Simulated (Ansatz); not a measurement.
## What Cu → Be does to hypothetical rutile CuF2

Consider CuF$_{2}$ in the rutile structure (space group P4_2/mnm, No. 136; a = 4.658 Å, c = 3.094 Å; ferromagnetic; a hypothetical phase, not in the database extracts checked).

One thing is altered: full substitution Cu → Be, then cell and atoms are relaxed.

Calculations: PBEsol in Ansatz (plane waves to 420 eV, PAW, without spin-orbit coupling). Γ-centred 8×8×13 mesh, Fermi–Dirac width 0.05 eV, for the changed cell.

```tsv
quantity	base	changed	shift
volume per atom	11.19 Å³	7.57 Å³	-3.626 Å³
density	5.02 g/cm³	3.44 g/cm³	-1.58 g/cm³
lattice parameter a	4.658 Å	4.228 Å	-0.4306 Å
c/a ratio	0.664	0.601	-0.0636
space group	P4_2/mnm (No. 136)	P4_2/mnm (No. 136)	–
shortest interatomic distance	2.006 Å	1.703 Å	-0.303 Å
band gap	zero	8.93 eV	–
valence-band top at Γ (three highest levels, from the VBM)	–	0.00, -0.44, -0.44 eV	–
```

Final structure:

```
CELL_PARAMETERS angstrom
      4.22777     0.00000     0.00000
      0.00000     4.22777     0.00000
      0.00000     0.00000     2.53963
ATOMIC_POSITIONS crystal
  Be 0.50000 0.50000 0.50000
  Be 0.00000 0.00000 0.00000
  F  0.81022 0.81022 0.50000
  F  0.31022 0.68978 0.00000
  F  0.68978 0.31022 0.00000
  F  0.18978 0.18978 0.50000
```

Stability against distortions was not tested. As relaxed here, BeF2 is a hypothetical phase, not in the database extracts checked. No Hubbard U is applied and the magnetic state is the run's own (CuF2 ferromagnetic); small cells can't hold the antiferromagnetic order that many such compounds have, so gaps and moments can be off.

Ansatz is a quantum-chemistry and plane-wave program.
